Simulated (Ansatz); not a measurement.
**SnC (model structure, started from the wurtzite type, P6₃mc, No. 186, 4 atoms in the cell)**

All values below come from PBE+SOC (Ansatz, a quantum-chemistry and plane-wave program, PAW).

Settings: plane-wave cutoff 520 eV, 12×12×6 k mesh (along the axes of the cell as run), Fermi–Dirac smearing 0.01 eV, PAW data made under PBE.

Cell (relaxed with PBEsol):

Space group P6₃mc (No. 186); a = b = 3.553 Å, c = 5.818 Å, α = β = 90.00°, γ = 120.00°

| atom | site | symmetry | x | y | z |
|---|---|---|---|---|---|
| Sn | 2b | 3m. | 0.6667 | 0.3333 | 0.0004 |
| C | 2b | 3m. | 0.3333 | 0.6667 | 0.1248 |

```yaml
band_gap: 0.98 eV (direct)
```

Note: the relaxation could raise the start's symmetry but not lower it, so the cell can be a saddle point; cell and atoms aren't relaxed at this level (pressure 4.1 GPa).

Static lattice: no zero-point or thermal effects.

A model structure was made by putting elements into a prototype or built by hand; it is no filed structure, need not be a known phase, and can be a saddle point held by its symmetry.
